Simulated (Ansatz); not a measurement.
**Amorphous Hf$_{18}$O$_{35}$N**

Preparation: random packing, a CHGNet melt and quench, and a DFT relaxation. O and N atoms were pushed apart under 1.9 Å during the dynamics, to hinder bonds among them. The hot cell started wider than the set density and was brought back towards it in steps. It is the lowest in DFT energy of 2 quenches. It is a model cell: composition and starting density were chosen by hand, and all elements were melted together. No dispersion term was used.

Methods: PBE, scalar-relativistic without spin-orbit coupling (Ansatz, a first-principles code); r2SCAN, scalar-relativistic without spin-orbit coupling (Ansatz); HSE06, scalar-relativistic without spin-orbit coupling (Ansatz). Geometry, pressure, stress and energy are those of the PBE run. Its sampling: a 2×2×2 Γ-centred mesh; Fermi-Dirac width 0.02 eV; collinear spin, started from a total moment of 1 μB (at the end a net moment of 1.0 μB). Other functionals are single points at the zone centre (r2SCAN at 500 eV; exact exchange cut at the cell's faces), free to take moments where seeds were set. The usual formal charges leave 1 holes over, so the level spacing at the Fermi energy parts defect or band states and needn't be the band gap. In the spin-polarised cell the level spacing at the Fermi energy can part levels of unlike spin. At PBE the levels at both edges of the gap are localised (band-tail or defect states), and the nearest spread-out levels lie 4.2 eV apart at the zone centre.

```json
{
 "number_of_atoms_in_the_cell": "54",
 "Density (held, not predicted)": "9.02 g/cm³",
 "volume_per_atom": "12.91 Å³",
 "Pressure on a 2×2×2 Γ-centred mesh": "-4.65 GPa",
 "Largest force and stress component on that mesh (the relaxation ran on the zone centre alone)": "0.15 eV/Å and 6.6 GPa",
 "Level spacing at the Fermi energy on a 2×2×2 Γ-centred mesh (PBE)": "1.26 eV",
 "Level spacing at the Fermi energy at the zone centre (PBE)": "1.44 eV",
 "Level spacing at the Fermi energy at the zone centre (r2SCAN)": "2.14 eV",
 "Level spacing at the Fermi energy at the zone centre (HSE06)": "3.18 eV",
 "net_moment": "1.00 μB"
}
```

Neighbours within Hf-Hf 3.34 Å, Hf-O 2.60 Å, Hf-N 2.71 Å, O-O 1.58 Å, O-N 1.64 Å, N-N 1.70 Å count as bonded. Two cations that share two anions don't count as bonded, nor two that share one unless they lie closer than Hf-Hf 3.25 Å.

The mean coordination of Hf by anions comes out as 6.22 (2 with 5, 10 with 6, 6 with 7) and the mean coordination of O is 3.11 (1 with 2, 29 with 3, 5 with 4). The mean coordination of N is 3.00 (1 with 3) and the mean Hf-O bond is 2.156 Å (spread 0.105 Å, 109 counted). The mean Hf-N bond comes out as 2.194 Å (spread 0.085 Å, 3 counted).

Its density started from a set value of 9.02 g/cm³. Cooling (nominally 380 K/ps over its main leg) ran many orders faster than in experiment, which tends to leave more defects and strain. One small periodic cell is one sample of the glass; other quenches scatter about these values. The volume was held where the preparation left it, at a PBE pressure of -4.6 GPa (tension). Stress components on the final sampling reach 6.6 GPa. On a 2×2×2 Γ-centred mesh force components of up to 0.15 eV/Å stay, since the relaxation ran on the zone centre alone.
